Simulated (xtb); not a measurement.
xtb 6.7.1, GFN2-xTB: B(AsH2)3 ([AsH2]B([AsH2])[AsH2]), 10 atoms. The geometry is a generated start, not checked to be a minimum at this level.

```json
{
 "run_flags": "--grad",
 "method": "GFN2-xTB",
 "--acc": "1 (default)",
 "--etemp (K)": "300 (default)",
 "basis_functions": "40",
 "valence_electrons": "24"
}
```

```xyz
10

B      0.0987     0.0643     0.0883
As     1.2815    -0.9069    -1.2019
H      2.3787    -1.1656    -0.1897
H      2.0046     0.3313    -1.6947
As    -0.1983    -0.7291     1.9008
H     -0.3983    -2.1352     1.3725
H     -1.6949    -0.5124     1.9405
As    -0.5664     1.8802    -0.3999
H     -2.0069     1.6677     0.0112
H     -0.8987     1.5056    -1.8270
```

One run each on 1 thread. Values of broydamp tried: 0.02, 0.05, 0.1, 0.2, 0.4 (default), 0.6, 0.8, 1.

**Question.** Predict the course of the SCC iterations along this series.

**Answer.** Fewest SCC iterations: 0.4 (default) with 13. The count rises to 22 at 0.02. All converge to one solution.

| broydamp | SCC iterations | end |
|---|---|---|
| 0.02 | 22 | same solution |
| 0.05 | 21 | same solution |
| 0.1 | 19 | same solution |
| 0.2 | 16 | same solution |
| 0.4 (default) | 13 | same solution |
| 0.6 | 15 | same solution |
| 0.8 | 16 | same solution |
| 1 | 17 | same solution |
